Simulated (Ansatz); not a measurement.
Consider ZnSiP₂ in the chalcopyrite structure (space group I-42d, No. 122; a = 5.3064 Å, c = 10.3798 Å). Axes: x, y, z lie along a, b, c of the conventional cell.

Level of theory: Ansatz (a quantum-chemistry and plane-wave program) LDA, no spin-orbit coupling.

Base values:

The pressure is 0.00 GPa and the volume per atom is 18.27 Å³. The gap character is direct at Γ.

One thing is altered: biaxial strain +0.75 %, plane normal [001], relaxed out of plane (Cartesian); in-plane vectors clamped, the third vector and the atoms free.

What happens to the pressure, volume per atom and gap character?

The pressure (mean of the normal stresses, compression positive) goes from zero to -0.74 GPa; the volume per atom grows by 0.14 Å³, from 18.27 Å³ to 18.41 Å³; the gap character remains direct at Γ.

Whether these cells are dynamically stable was not tested.
